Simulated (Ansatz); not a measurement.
The parent structure is CsGeCl3 (space group R3m, No. 160; a = 7.4881 Å, c = 9.2250 Å (hexagonal axes); a cell from a computed database, its experimental status unchecked). Axes: x lies along a and z along c of the hexagonal cell.

Now apply this change: uniaxial strain ε_xx = −0.62 %, all other strain components held at zero, atoms relaxed at fixed cell.

Levels (all Ansatz, an electronic-structure program, PAW): PBEsol (420 eV, without spin-orbit coupling); r2SCAN (500 eV, spin-orbit coupling left out); HSE06 (420 eV, spin-orbit coupling left out).

At the geometry relaxed with PBEsol, these levels gave the following band gaps, in shuffled order: (a) 1.60 eV, (b) 1.27 eV, (c) 2.01 eV.

Question: Match each gap to its level.

Answer: (a) r2SCAN; (b) PBEsol; (c) HSE06.

Single points use the geometry relaxed with PBEsol. HSE06 gaps are upper bounds (no full band path). Whether these cells are dynamically stable was not tested.
